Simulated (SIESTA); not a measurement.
A self-consistent single point of SrAlGe (P-6m2, 3 atoms in the cell) with SIESTA.

Computed with LDA PW92, numerical atomic orbitals TZP, PseudoDojo LDA standard norm-conserving potentials (rewritten from UPF to PSML) in SIESTA 5.4.2.

```xyz
3
Lattice="4.3773 0.0000 0.0000 -2.1886 3.7908 0.0000 0.0000 0.0000 4.8689" Properties=species:S:1:pos:R:3 pbc="T T T"
Sr     0.0000     0.0000     0.0000
Al     2.1886     1.2636     2.4344
Ge     0.0000     2.5272     2.4344
```

Reference input (self-consistent single point, DFT, GGA PBEsol, numerical atomic orbitals TZP, PseudoDojo PBEsol standard norm-conserving potentials (rewritten from UPF to PSML)): XC.functional = GGA; XC.authors = PBEsol; potentials = PseudoDojo PBEsol standard; PAO.BasisSize = TZP; PAO.EnergyShift = 0.005 Ry; MeshCutoff = 300 Ry; kgrid.MonkhorstPack = 9 9 7; OccupationFunction = MP; OccupationMPOrder = 0; ElectronicTemperature = 200 meV; MaxSCFIterations = 150; SCF.Mixer.Method = Pulay. This run's input differs from it in these lines:

```diff
@@ -1,2 +1,2 @@
-# files in the folder: Sr.psml Al.psml Ge.psml (PseudoDojo PBEsol standard)
+# files in the folder: Sr.psml Al.psml Ge.psml (PseudoDojo LDA standard)
 SystemName  SrAlGe
@@ -24,4 +24,4 @@
 
-XC.functional                GGA
-XC.authors                   PBEsol
+XC.functional                LDA
+XC.authors                   PW92
 PAO.BasisSize                TZP
```

Log, with long lists cut:

```
        iscf     Eharris(eV)        E_KS(eV)     FreeEng(eV)     dDmax    Ef(eV) dHmax(eV)
   scf:    1    -3416.374323    -3424.149966    -3424.177622  2.779520 -4.440355  2.984520
   scf:    2    -3424.421368    -3424.294395    -3424.320455  0.128199 -4.385975  2.022537
   scf:    3    -3424.439978    -3424.382833    -3424.407092  0.177522 -4.311351  0.556285
   scf:    4    -3424.393446    -3424.389071    -3424.413338  0.029073 -4.296514  0.089264
   scf:    5    -3424.389334    -3424.389225    -3424.413539  0.006673 -4.299018  0.025309
   scf:    6    -3424.389253    -3424.389247    -3424.413558  0.003067 -4.300167  0.012815
   scf:    7    -3424.389285    -3424.389268    -3424.413567  0.001168 -4.299997  0.001346
   scf:    8    -3424.389270    -3424.389269    -3424.413568  0.000207 -4.299879  0.000336
   scf:    9    -3424.389268    -3424.389268    -3424.413568  0.000035 -4.299889  0.000042
   scf:   10    -3424.389268    -3424.389268    -3424.413568  0.000004 -4.299890  0.000027
SCF Convergence by DM+H criterion
max |DM_out - DM_in|         :     0.0000039278
max |H_out - H_in|      (eV) :     0.0000267112
SCF cycle converged after 10 iterations

Using DM_out to compute the final energy and forces

siesta: E_KS(eV) =            -3424.3893

siesta: E_KS - E_eggbox =     -3424.3893

siesta: Atomic forces (eV/Ang):
     1    0.000001   -0.000000    0.000000
     2   -0.000031    0.000018   -0.000000
     3    0.000031   -0.000020   -0.000000
   Tot    0.000002   -0.000003   -0.000000
   Max    0.000031
   Res    0.000017    sqrt( Sum f_i^2 / 3N )
   Max    0.000031    constrained

Stress tensor Voigt[x,y,z,yz,xz,xy] (kbar):       19.18       19.18        4.07        0.00       -0.00       -0.00
(Free)E + p*V (eV/cell)    -3425.1268
Target enthalpy (eV/cell)    -3424.4136

   [... lines left out ...]
siesta: FreeEng =     -3424.413568
   [... lines left out ...]
siesta:     0.011971   -0.000000   -0.000000
siesta:    -0.000000    0.011971    0.000000
siesta:    -0.000000    0.000000    0.002541

siesta: Cell volume =         80.792307 Ang**3

siesta: Pressure (static):
siesta:                Solid            Molecule  Units
siesta:          -0.00009614         -0.00009614  Ry/Bohr**3
siesta:          -0.00882753         -0.00882714  eV/Ang**3
siesta:         -14.14325955        -14.14264042  kBar
```

The run converged in 10 iterations. Against the reference run the pressure goes from 0.21 to -1.41 GPa.

The starting cell comes from a database of computed structures (which also holds hypothetical and non-ambient phases and stackings), without a prior relaxation at this level. Its lattice was rescaled by a random factor within 2.5 % of one. Values carry the incompleteness of an atom-centred basis.

Cost on one core of a shared machine: roughly 40 s.
